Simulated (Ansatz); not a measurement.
BaAl₄ (I4/mmm, No. 139), treated with BLYP (Ansatz, a program for electronic structure, plane waves, PAW).

Numerical settings: plane-wave cutoff 520 eV, 18×18×18 k mesh, Fermi–Dirac smearing 0.05 eV, scalar-relativistic PAW data made under PBE.

The cell is scaled about its equilibrium volume:

Shape and atoms are relaxed at each volume.

```tsv
V (Å³/atom)	P (GPa)	c (Å)	a (Å)
24.036	1.88	11.323	4.607
24.537	0.89	11.387	4.642
25.038	0.00	11.450	4.676
25.538	-0.80	11.514	4.710
26.039	-1.51	11.576	4.743
```

Note: the volume lies 10 % above that of the published cell; the bulk modulus comes from volumes at which shape and atoms were relaxed.
